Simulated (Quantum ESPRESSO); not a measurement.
Troubleshooting Quantum ESPRESSO: a failed run on AlAu4 (C2/m, 5 atoms in the cell). The aim is a self-consistent single point with DFT, PBEsol, plane waves, GBRV 1.5 ultrasoft (PBESOL) pseudopotentials.

Input:

```fortran
&CONTROL
 calculation = 'scf',
 prefix = 'AlAu4',
 outdir = './work',
 pseudo_dir = './',
 tprnfor = .true.,
 tstress = .true.,
/
&SYSTEM
 ibrav = 0,
 celldm(1) = 5.6113617087,
 nat = 5,
 ntyp = 2,
 ecutwfc = 40,
 ecutrho = 320,
 occupations = 'smearing',
 smearing = 'gaussian',
 degauss = 0.019992,
/
&ELECTRONS
 conv_thr = 1.0d-10,
 mixing_beta = 0.3,
/
ATOMIC_SPECIES
Al    26.9815  al_pbesol_v1.uspp.F.UPF
Au   196.9666  au_pbesol_v1.uspp.F.UPF
CELL_PARAMETERS {bohr}
   0.8165660170    -0.5772520593     0.0000000000
   0.8165660170     0.5772520593     0.0000000000
  -0.3257164601     0.0000000000     3.6623589433
ATOMIC_POSITIONS {crystal}
Al    0.0000000000    0.0000000000    0.0000000000
Au    0.6130600000    0.6130600000    0.8219500000
Au    0.3869400000    0.3869400000    0.1780500000
Au    0.1987100000    0.1987100000    0.6059500000
Au    0.8012900000    0.8012900000    0.3940500000
K_POINTS {automatic}
9 9 3  0 0 0
```

Output, abridged:

```
 %%%%%%%%%%%%%%%%%%%%%%%%%%%%%%%%%%%%%%%%%%%%%%%%%%%%%%%%%%%%%%%%%%%%%%%%%%%%%%
     Error in routine cell_base_init (1):
     lattice parameter specified twice
 %%%%%%%%%%%%%%%%%%%%%%%%%%%%%%%%%%%%%%%%%%%%%%%%%%%%%%%%%%%%%%%%%%%%%%%%%%%%%%

     stopping ...
```

Task: From the messages shown, name the fault and mend the input.

Result: The fault is the cell or its scale given twice. Two definitions of the lattice conflict. To fix it, keep one definition. The program stopped before any SCF iteration.

The sound input it was made from differs as follows (other fixes are possible):
```diff
-CELL_PARAMETERS {bohr}
+CELL_PARAMETERS {alat}
```

With that input, the run converged in 15 iterations: free energy E − TS -6336.2321 eV; Fermi level (on the code's own zero) 12.78 eV; pressure -8.39 GPa; largest force (vector length) 0.141 eV/Å (DFT, PBEsol, plane waves, GBRV 1.5 ultrasoft (PBESOL) pseudopotentials).

On the sound input: the starting cell comes from a database of computed structures (which also holds hypothetical and non-ambient phases and stackings), without a prior relaxation at this level. With a pressure of about -8 GPa the cell is away from its equilibrium volume at this level.
